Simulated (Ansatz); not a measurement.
**What Cl vacancy, symmetric start does to NaCl**

Consider a 16-atom supercell of NaCl in the rock salt structure (space group Fm-3m, No. 225; a = 5.6077 Å) at its relaxed geometry.

Modification: one Cl atom is removed, atoms relaxed at fixed cell.

The values are results of DFT with r2SCAN, PAW potentials and a 500 eV plane-wave cutoff in Ansatz (a quantum-chemistry and plane-wave program), no spin-orbit coupling, not measurements. Γ-centred 4×4×4 mesh, Fermi–Dirac width 0.01 eV.

```tsv
quantity	base	changed	shift
pressure	0.0 GPa	0.0 GPa	0.0 GPa
energy gained by relaxation	–	0.00 eV	–
largest displacement of a host atom from its site in the perfect cell	–	0.01 Å	–
mean distance from the defect site to its nearest host atoms	2.80 Å	2.79 Å	-0.01 Å
```

Final structure:

```
CELL_PARAMETERS angstrom
      0.00000     5.60772     5.60772
      5.60772     0.00000     5.60772
      5.60772     5.60772     0.00000
ATOMIC_POSITIONS crystal
  Cl 0.00000 0.00000 0.50000
  Cl 0.00000 0.50000 0.00000
  Cl 0.00000 0.50000 0.50000
  Cl 0.50000 0.00000 0.00000
  Cl 0.50000 0.00000 0.50000
  Cl 0.50000 0.50000 0.00000
  Cl 0.50000 0.50000 0.50000
  Na 0.25000 0.25000 0.25000
  Na 0.24873 0.24873 0.75127
  Na 0.24873 0.75127 0.24873
  Na 0.24873 0.75127 0.75127
  Na 0.75127 0.24873 0.24873
  Na 0.75127 0.24873 0.75127
  Na 0.75127 0.75127 0.24873
  Na 0.75000 0.75000 0.75000
```

The magnetic state is the one reached from the starting moments; the real material's order can differ, and small cells can't hold many antiferromagnetic ones. The cell is small, so the values are those of an ordered compound at a high defect concentration; dilute-limit values will differ. The defect started on the symmetric site and kept its symmetry, so it may sit on a saddle. The defect cell is spin-polarised and ends with 1.0 μB.
